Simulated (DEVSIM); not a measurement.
Structure: abrupt Si p-n junction, at 300 K.

Layer 1 from the left is Si, thickness (μm) 0.110, Na (cm⁻³) 5.7e15, τn (s) 6.4e-6, τp (s) 6.4e-6. Layer 2 from the left is Si, thickness (μm) 0.300, Nd (cm⁻³) 1.9e17, τn (s) 6.4e-6, τp (s) 6.4e-6.

Left contact: ohmic. Right contact: ohmic. Voltage is applied to the left contact. Recombination: SRH at mid-gap, radiative, Auger. Mobility is constant in doping.

The device is made up for the run: typed textbook-type constants, with dimensions and the other settings drawn at random. Values at 300 K.

Si: gap (eV) 1.124, affinity (eV) 4.05, permittivity 11.7, Nc (cm⁻³) 2.86e19, Nv (cm⁻³) 3.1e19, μn (cm²/Vs) 1417, μp (cm²/Vs) 470, B (cm³/s) 4.7e-15, Cn (cm⁶/s) 2.8e-31, Cp (cm⁶/s) 9.9e-32.

Model (solved in DEVSIM): 1D drift-diffusion, Boltzmann statistics, complete ionisation; no tunnelling, impact ionisation, image-force lowering or self-heating.

Question: What does the simulation give for the dark forward voltage at 1 A/cm², the dark forward voltage at 100 A/cm²?

Answer: dark forward voltage at 1 A/cm² 0.413 V; dark forward voltage at 100 A/cm² 0.548 V.
